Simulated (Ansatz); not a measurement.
Start from an 18-atom supercell of TiSi$_{2}$ (space group Fddd, No. 70; a = 4.8062 Å, b = 8.2647 Å, c = 8.5654 Å) at its relaxed geometry.

All numbers come from DFT with PBE, PAW potentials and a 420 eV plane-wave cutoff in Ansatz (a first-principles code), spin-orbit coupling left out.

For the base:

| Quantity | Result |
|---|---|
| Pressure | 0.0 GPa |
| Mean distance from the defect site to its nearest host atoms | 2.53 Å |

The change: a neutral Si vacancy, atoms relaxed at fixed cell, starting from a slightly rattled geometry.

Problem. What does the calculation give for the pressure, largest displacement of a host atom from its site in the perfect cell and mean distance from the defect site to its nearest host atoms after the change?

Solution. The pressure goes from zero to -0.5 GPa; the largest displacement of a host atom from its site in the perfect cell comes out as 0.10 Å; the mean distance from the defect site to its nearest host atoms hardly moves (2.53 Å against 2.54 Å).

The cell is small, so the values are those of an ordered compound at a high defect concentration; dilute-limit values will differ. All final runs are without spin polarisation. The defect cell is not spin-polarised.
